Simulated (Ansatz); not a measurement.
Functionals compared on OH on the 1x1 (10-10) surface of wurtzite GaN (cut with top plane Ga + N), one in a 2x1 cell, started at the site 'top Ga', in Ansatz (plane waves, PAW). The structure was relaxed with PBE; the other rows are single points on it, each with its references at the same level. Cutoff 420 eV (500 eV for r2SCAN). The points keep PBE's geometry, so the relaxation of a polaron and the settling of charge on one site are left out. HSE06 used the coarser mesh 3x3x1.

Host crystal: wurtzite GaN, with a band gap (PBE, scalar-relativistic without spin-orbit coupling).

Slab: 34 atoms, 9.3 Å thick at the start under the adsorbate (thin: gaps and levels are the slab's own); k 3x4x1, smearing 0.01 eV, dipole-corrected; 16 atoms held, the rest relaxed; no symmetry held; spin-polarised, ending with about 1.0 μB a cell; orders that need a larger cell were not tried, no spin-orbit, no U, no dispersion correction. It is one chosen start, not shown to be the lowest state of the adsorbate. These notes are the PBE run's. r2SCAN: The program's check for a lower electronic state was not made. HSE06: The program's check for a lower electronic state was not made. Adsorption energies are against H2O(g) − ½ H2(g). A negative adsorption energy means that the adsorbate is more stable on the surface than in its reference.

```csv
functional,adsorption energy (eV),magnetic moment of the cell (μB)
PBE,0.44,1.00
RPBE,0.47,1.00
r2SCAN,…,1.00
HSE06,0.33,1.00
```

Task: Fill in the missing entries.

Result: 
- r2SCAN, adsorption energy (eV): 0.10

Ansatz is a quantum-chemistry and plane-wave program.
